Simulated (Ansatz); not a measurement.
Take CdS in the wurtzite structure (space group P6_3mc, No. 186; a = 4.0741 Å, c = 6.6367 Å) as the base. Axes: x lies along a and z along c of the hexagonal cell.

Method: LDA, PAW, 420 eV (Ansatz, a program for electronic structure; spin-orbit coupling left out).

The change: tensor shear ε_xz = +1.67 % (engineering shear γ = 0.0334), atoms relaxed at fixed cell.

### Question
Predict the stress tensor and what it implies for the stiffness.

### Answer
Stress of the strained cell less that of the base (GPa, compression positive):
```
  -0.05    0.00   -0.53
   0.00    0.00    0.00
  -0.53    0.00    0.01
```

Then −Δσ/γ with γ = 2ε = 0.0334 gives secant stiffness values (nonlinear terms included at this strain): C55 ≈ 16 GPa.

No phonon test of stability was made.
